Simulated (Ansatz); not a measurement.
The reference is Nb in the bcc (W type) structure (space group Im-3m, No. 229; a = 3.2722 Å).

All numbers come from PBEsol, PAW, 420 eV (Ansatz, an electronic-structure program; without spin-orbit coupling).

Before the change:

```
Item                   Value
-------------------  -------
Lattice parameter a  3.272 Å
```

The change: a hydrostatic pressure of 1.5 GPa.

**Question.** Predict the new lattice parameter a.

**Answer.** The lattice parameter a drops by 0.0087 Å to 3.264 Å.

Load acts through the strain it causes; cell and atoms are relaxed under it. Stability against distortions was not tested. The base started in P-1 and relaxed to Im-3m at this level. The final runs are not spin-polarised.
